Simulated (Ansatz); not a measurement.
# Effect of uniaxial strain ε_xx = −1.97 % on GaAs

Start from GaAs in the zinc blende structure (space group F-43m, No. 216; a = 5.6594 Å). Axes: x, y, z lie along the cube axes.

One thing is altered: the cell is compressed by 1.97 % along x with no lateral relaxation; the atoms relax in the strained cell.

All numbers come from PBEsol (Ansatz, a first-principles code, PAW, no spin-orbit coupling), earlier PAW set. k-mesh 10×10×10 (Γ-centred); smearing 0.05 eV (Fermi–Dirac).

The volume per atom drops by 0.45 Å³, from 22.66 Å³ to 22.21 Å³ and the space group goes from F-43m (No. 216) to I-4m2 (No. 119). The shortest interatomic distance shrinks by 0.016 Å, from 2.451 Å to 2.435 Å and the energy goes up by 3.1 meV/atom. The pressure (mean of the normal stresses, compression positive) goes from zero to 1.44 GPa and the band gap goes up by 0.07 eV, from 0.42 eV to 0.49 eV. The gap character remains direct at Γ and the electron mass goes from 0.025 mₑ (at Γ) to 0.030 mₑ along x, 0.035 mₑ across (at Γ). The valence-band top at Γ (three highest levels, from the VBM) goes from 0.00, 0.00, 0.00 eV to 0.00, -0.11, -0.11 eV and the stress (xx, yy, zz, yz, xz, xy; compression positive) is (2.21, 1.05, 1.05, 0.00, 0.00, 0.00) GPa.

Effective masses come from finite differences of ±0.01 Å⁻¹. Stability against distortions was not tested. Labels are those of the standard path for the cell's own space group.
